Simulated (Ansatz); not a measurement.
Structures of equal composition on the (111) surface of germanium (Ge plane on top): (√3x√3)R30° Al adatom at H3; (√3x√3)R30° Al adatom at T4. The slabs share one bottom face, and each structure is named by its start. These are constructed structures in small cells; real faces may alloy, dewet or reconstruct in larger ones, and not all known structures of the face are among them. Slabs of about 13 Å, Fermi-Dirac smearing of 0.025 eV. Bottom of the slabs: H caps. Relaxed from the named starts with such symmetry as they have, on meshes of like density; energies extrapolated to zero smearing; spin only where a row says so; no spin-orbit coupling, no U. Brackets mark spin-polarised runs, whose order is one that fits the cell. Where a second, spin-polarised start was run, the lower counts.

The numbers are results of PBE (plane waves to 420 eV, PAW; Ansatz, an electronic-structure program), not measurements.

**Question.** Put the candidates in order of energy per 1x1 cell, lowest first, for PBE.

**Answer.** (√3x√3)R30° Al adatom at T4 (0.000 eV, no gap on the mesh), (√3x√3)R30° Al adatom at H3 (0.081 eV, no gap on the mesh)
